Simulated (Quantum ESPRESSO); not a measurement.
Quantum ESPRESSO run on Hf2Hg (I4mm, 3 atoms in the cell): self-consistent single point.

Computed with PBEsol, GBRV 1.5 ultrasoft (PBESOL) pseudopotentials (plane waves; Quantum ESPRESSO).

The change in words: lattice scaled by 0.98; degauss: 0.0073499 Ry → 0.0036749 Ry; K_POINTS: automatic 6 6 6 0 0 0 → automatic 9 9 9 0 0 0. Reference geometry:
```xyz
3
Lattice="-1.6600 1.6600 5.7842 1.6600 -1.6600 5.7842 1.6600 1.6600 -5.7842" Properties=species:S:1:pos:R:3 pbc="T T T"
Hf     0.0000     0.0000     7.7514
Hf     0.0000     0.0000     3.8669
Hg     0.0000     0.0000     0.0000
```

Reference input (self-consistent single point, DFT, PBEsol, plane waves, GBRV 1.5 ultrasoft (PBESOL) pseudopotentials): ecutwfc = 40 Ry; ecutrho = 320 Ry; occupations = smearing; smearing = fermi-dirac; degauss = 0.0073499 Ry; potentials = {Hf: hf_pbesol_v1.uspp.F.UPF, Hg: hg_pbesol_v1.uspp.F.UPF}; K_POINTS = automatic 6 6 6 0 0 0; conv_thr = 1e-10 Ry. This run's input differs from it in these lines:

```diff
@@ -16,3 +16,3 @@
     smearing = 'fermi-dirac'
-    degauss = 0.0073499
+    degauss = 0.0036749
 /
@@ -25,11 +25,11 @@
 ATOMIC_POSITIONS angstrom
-Hf    0.0000000000    0.0000000000    7.7513625516
-Hf    0.0000000000    0.0000000000    3.8669356410
+Hf    0.0000000000    0.0000000000    7.5963353006
+Hf    0.0000000000    0.0000000000    3.7895969282
 Hg    0.0000000000    0.0000000000    0.0000000000
 K_POINTS automatic
-6 6 6  0 0 0
+9 9 9  0 0 0
 CELL_PARAMETERS angstrom
-  -1.6600450000     1.6600450000     5.7841500000
-   1.6600450000    -1.6600450000     5.7841500000
-   1.6600450000     1.6600450000    -5.7841500000
+  -1.6268440000     1.6268440000     5.6684670000
+   1.6268440000    -1.6268440000     5.6684670000
+   1.6268440000     1.6268440000    -5.6684670000
```

Output (repeated stretches shortened):

```
     Self-consistent Calculation

     iteration #  1     ecut=    40.00 Ry     beta= 0.70

     negative rho (up, down):  2.116E-01 0.000E+00

     total energy              =    -403.29132307 Ry
     estimated scf accuracy    <      29.90180268 Ry

     iteration #  2     ecut=    40.00 Ry     beta= 0.70

     negative rho (up, down):  2.067E-01 0.000E+00

     total energy              =    -414.46620788 Ry
     estimated scf accuracy    <     116.08363633 Ry

     iteration #  3     ecut=    40.00 Ry     beta= 0.70

     negative rho (up, down):  2.144E-01 0.000E+00

     total energy              =    -424.11905752 Ry
     estimated scf accuracy    <       7.02338900 Ry

   [... 11 blocks of this kind left out ...]

     iteration # 15     ecut=    40.00 Ry     beta= 0.70

     negative rho (up, down):  2.247E-01 0.000E+00

     total energy              =    -424.62967186 Ry
     estimated scf accuracy    <          8.0E-10 Ry

     iteration # 16     ecut=    40.00 Ry     beta= 0.70

     negative rho (up, down):  2.247E-01 0.000E+00
     End of self-consistent calculation

     the Fermi energy is    15.9825 ev

!    total energy              =    -424.62967186 Ry
     estimated scf accuracy    <          5.5E-11 Ry
     smearing contrib. (-TS)   =      -0.00165426 Ry
     internal energy E=F+TS    =    -424.62801760 Ry

     convergence has been achieved in  16 iterations

     negative rho (up, down):  2.247E-01 0.000E+00

     Forces acting on atoms (cartesian axes, Ry/au):

     atom    1 type  1   force =     0.00000000    0.00000000   -0.02664848
     atom    2 type  1   force =     0.00000000    0.00000000    0.02071501
     atom    3 type  2   force =     0.00000000    0.00000000    0.00593347

     Total force =     0.034270     Total SCF correction =     0.000020

     negative rho (up, down):  2.247E-01 0.000E+00
          total   stress  (Ry/bohr**3)                   (kbar)     P=       66.36
   0.00044131   0.00000000   0.00000000           64.92        0.00        0.00
   0.00000000   0.00044131   0.00000000            0.00       64.92        0.00
   0.00000000   0.00000000   0.00047069            0.00        0.00       69.24

   JOB DONE.
```

The run converged in 16 iterations. Against the reference run the free energy goes up by 37.6 meV/atom, the pressure goes from -1.50 to 6.64 GPa and the largest force goes from 0.603 to 0.685 eV/Å. The full log also holds: “c_bands:  1 eigenvalues not converged”.

The starting cell comes from a database of computed structures (which also holds hypothetical and non-ambient phases and stackings), without a prior relaxation at this level. Its lattice was rescaled by up to half a per cent. One atom was moved a little off its site on purpose. For this run, on top of that: lattice scaled by 0.98. Spin-orbit coupling is off. With a pressure of about 7 GPa the cell is away from its equilibrium volume at this level.

Cost on one core of a shared machine: roughly 4 min.
